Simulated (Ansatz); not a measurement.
The parent structure is Fe in the diamond structure (space group Fd-3m, No. 227; a = 4.807 Å; not spin-polarised; a hypothetical phase, not in the database extracts checked; relaxed with 0.1 eV smearing). Axes: x, y, z lie along the cube axes.

Level of theory: PBEsol in Ansatz (plane waves to 420 eV, PAW, scalar-relativistic without spin-orbit coupling).

One thing is altered: compressive biaxial strain of 1.08 % in the plane normal to [111], as in epitaxy on a mismatched substrate; the out-of-plane cell vector and the atoms relax.

Task: What happens to the energy relative to the base, ratio −ε⊥/ε∥ and in-plane stress?

Result: The energy decreases by 3.2 meV/atom; the ratio −ε⊥/ε∥ comes out as 2.98; the mean in-plane stress (compression positive) amounts to -3.0 GPa.

Stability against distortions was not tested. Starting moments died away, wholly or in part, for the base; another magnetic solution may exist. The final runs are not spin-polarised. Under biaxial strain −1.08 %, plane normal [111], relaxed out of plane the cell ends below the base's energy or with stress of the wrong sign: the atoms slid into a distortion or the cell is elastically unstable, so the base is not a stable minimum at this level.

Ansatz is a quantum-chemistry and plane-wave program.
